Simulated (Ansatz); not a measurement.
System: GaSb (model structure, within 0.1 Å of P6₂22, No. 180, 6 atoms in the cell). Method: PBEsol (Ansatz, an electronic-structure program, PAW).

Run with plane-wave cutoff 520 eV, 18×18×6 k mesh (along the axes of the cell as run), Fermi–Dirac smearing 0.05 eV, scalar-relativistic PAW data made under PBE.

Cell (relaxed at this level):

GaSb has the hexagonal space group P6₂22 (No. 180), Pearson symbol hP6. Conventional cell: a = b = 4.347 Å, c = 9.410 Å, α = β = 90.00°, γ = 120.00°. Ga on 3c sees 4 Sb at 2.680 Å. Sb on 3d has 4 Ga at 2.680 Å. (Neighbours: up to the widest gap in distance over summed covalent radii, below 1.35, at either atom; cation-cation and far metal-metal contacts left out.)

Question: What does this level give for the bulk modulus B0?

Answer: 
bulk modulus B0: 55.9 GPa

The run finds no gap.

Note: the bulk modulus is −V dP/dV from two relaxed cells at ±2 % in volume.

Spin–orbit coupling is not included; it can open a gap where bands touch, and shift volumes and moduli.

Cost on a shared machine: very roughly 30 core-minutes.

A model structure was made by putting elements into a prototype or built by hand; it is no filed structure, need not be a known phase, and can be a saddle point held by its symmetry.
